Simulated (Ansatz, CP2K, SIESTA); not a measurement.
## One structure in several programs: SrZnIn3 (P1, 5 atoms in the cell)

Self-consistent single point, at a second geometry (atoms moved at random). First geometry:

```xyz
5
Lattice="-2.3376 2.3376 6.1210 2.3376 -2.3376 6.1210 2.3376 2.3376 -6.1210" Properties=species:S:1:pos:R:3 pbc="T T T"
Sr     0.0000     0.0000     0.0585
Zn     0.0000     0.0000     7.5162
In     0.0000     2.3376     2.9623
In     2.3376     0.0000     2.9623
In     0.0000     0.0000     4.8638
```

Second geometry:
```xyz
5
Lattice="-2.3376 2.3376 6.1210 2.3376 -2.3376 6.1210 2.3376 2.3376 -6.1210" Properties=species:S:1:pos:R:3 pbc="T T T"
Sr     0.0186     0.0119     0.0873
Zn     0.0238    -0.0241     7.5648
In    -0.0079     2.3490     2.9507
In     2.2989     0.0537     2.9139
In     0.0041    -0.0529     4.8465
```

Shared settings, as Ansatz (a program for electronic structure) writes them: kpoints.mp_grid.grid = 5 5 5; scf.occupations.method = fermi_dirac; scf.occupations.width = 0.1 eV. Potentials and cutoffs stand in the table.

```csv
code,model,ΔF from the first geometry (meV/atom),pressure (GPa),largest force (eV/Å),cutoff
CP2K,"LDA (Pade form), GPW, DZVP-MOLOPT-SR-GTH basis, GTH-PADE potentials (GTH_POTENTIALS)",5.4,-3.58,0.374,grid 600 Ry
SIESTA,"LDA PW92, numerical atomic orbitals DZP, PseudoDojo LDA standard norm-conserving potentials (rewritten from UPF to PSML)",6.6,-2.88,0.424,grid 350 Ry
Ansatz,"LDA (PW92), PAW files made with PBE",5.1,-3.96,0.354,default
```

Size of the force on each atom (eV/Å): Sizes of forces hide their directions.

```json
[
 {"code": "CP2K", "Sr1": "0.084", "Zn2": "0.374", "In3": "0.090", "In4": "0.330", "In5": "0.201"},
 {"code": "SIESTA", "Sr1": "0.255", "Zn2": "0.397", "In3": "0.108", "In4": "0.424", "In5": "0.259"},
 {"code": "Ansatz", "Sr1": "0.082", "Zn2": "0.354", "In3": "0.085", "In4": "0.317", "In5": "0.195"}
]
```

The spread over the programs that give each value: ΔF from the first geometry within 1.5 meV/atom; pressure within 1.08 GPa; largest force within 0.070 eV/Å.

CP2K and SIESTA use small atom-centred bases, whose incompleteness enters pressures, forces and empty levels differently from a plane-wave cutoff. Ansatz's pressure is given at a fixed set of plane waves, as the other plane-wave codes print theirs.

The starting cell comes from a database of computed structures (which also holds hypothetical and non-ambient phases and stackings), without a prior relaxation at this level. Its lattice was rescaled by a random factor within 2.5 % of one. For this run, on top of that: atoms moved at random.

Keys are those of Ansatz 0.2.
